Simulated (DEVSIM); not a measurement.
Device: abrupt Ge n-p junction, at 300 K.

Layer 1 from the left is Ge, thickness (μm) 3.20, Nd (cm⁻³) 6.4e16, τn (s) 0.0002, τp (s) 0.0002. Layer 2 from the left is Ge, thickness (μm) 0.870, Na (cm⁻³) 2.7e15, τn (s) 0.0002, τp (s) 0.0002.

Left contact: ohmic. Right contact: ohmic. Voltage is applied to the left contact. Recombination: SRH at mid-gap, radiative, Auger. Mobility is μmin + (μ − μmin)/(1 + (N/Nref)^α).

Constants are typed, rounded textbook-type inputs, not results; the design itself was drawn at random and stands for no fabricated device. Values at 300 K.

Ge: gap (eV) 0.664, affinity (eV) 4, permittivity 16, Nc (cm⁻³) 1.04e19, Nv (cm⁻³) 6e18, μn (cm²/Vs) 3900, μp (cm²/Vs) 1900, μn,min 150, μp,min 100, Nref,n 2.6e17, Nref,p 4e17, αn 0.56, αp 0.6, B (cm³/s) 6.4e-14, Cn (cm⁶/s) 1e-31, Cp (cm⁶/s) 1e-31.

DEVSIM, 1D drift-diffusion, Boltzmann statistics, complete ionisation; no tunnelling, impact ionisation, image-force lowering or self-heating.

Q: What does the simulation give for the dark forward voltage at 1 A/cm², the potential step across the device at zero bias?

A: dark forward voltage at 1 A/cm² 0.081 V; potential step across the device at zero bias 0.333 V.
